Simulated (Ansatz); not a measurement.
The reference is Ni in the simple cubic structure (space group Pm-3m, No. 221; a = 2.330 Å; ferromagnetic; a hypothetical phase, not in the database extracts checked).

Method: PBE in Ansatz (plane waves to 420 eV, PAW, without spin-orbit coupling).

Before the change:

The lattice parameter a is 233.0 pm.

The change: cell and atoms relaxed at a pressure of 3 GPa.

Task: Predict the new lattice parameter a.

Result: The lattice parameter a falls by 1.6 pm (233.0 pm → 231.4 pm).

Other magnetic orders, which the real material may have, were not ruled out. Load acts through the strain it causes; cell and atoms are relaxed under it. Stability against distortions was not tested.

Ansatz is an electronic-structure program.
